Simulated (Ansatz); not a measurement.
Start from Ba in the bcc (W type) structure (space group Im-3m, No. 229; relaxed with 0.1 eV smearing).

Ba is taken in the cubic space group Im-3m (No. 229), the bcc (W type) structure, Pearson symbol cI2. Lattice parameters: a = b = c = 4.8819 Å, α = β = γ = 90.00°. Ba on 2a is coordinated by 8 Ba at 4.228 Å and 6 Ba at 4.882 Å. (Neighbours: up to the widest gap in distance over summed covalent radii, below 1.35, at either atom.)
(The calculation used a cell of 1 atom; values per cell refer to that cell.)

The values are results of DFT with PBEsol, PAW potentials and a 420 eV plane-wave cutoff in Ansatz (an electronic-structure program), scalar-relativistic without spin-orbit coupling, not measurements.

Strains are applied to the cell and any free atomic positions relax.

One change was made to it. Results:

The energy rises by 8.7 meV/atom; the band gap remains zero; the pressure goes from zero to -0.6 GPa.

Question: What was done to the base?
A) isotropic strain +1.50 %
B) isotropic strain +2.50 %
C) isotropic strain +0.50 %

Answer: B, isotropic strain +2.50 %. For comparison, the energy relative to the base in the other runs: isotropic strain +1.50 % gives +3.1 meV/atom; isotropic strain +0.50 % gives +0.3 meV/atom.

No phonon test of stability was made.
